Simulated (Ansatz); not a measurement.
```
W2C
1.0
    3.03404     0.00000     0.00000
   -1.51702     2.62756     0.00000
    0.00000     0.00000     4.64343
C W
1 2
Direct
  0.00000   0.00000   0.00000
  0.33333   0.66667   0.25442
  0.66667   0.33333   0.74558
```

The cell was generated from a structure type, relaxed within its symmetry, and need not be the phase found at ambient conditions. Spin-orbit coupling is not included.

### Question
What linear thermal expansion coefficients do quasi-harmonic lattice dynamics on PBEsol in Ansatz (an electronic-structure program) give at 400 K, and what isobaric heat capacity per mole of formula units and Grüneisen parameter?

### Answer
α in the basal plane = 3.5 × 10⁻⁶ K⁻¹; α along c = 8.4 × 10⁻⁶ K⁻¹; C_P = 67.1 J/(mol K); γ = 1.64. Whether this phase is the stable one at each condition was not tested.

The PAW data sets were generated under PBE and serve the other functionals too.
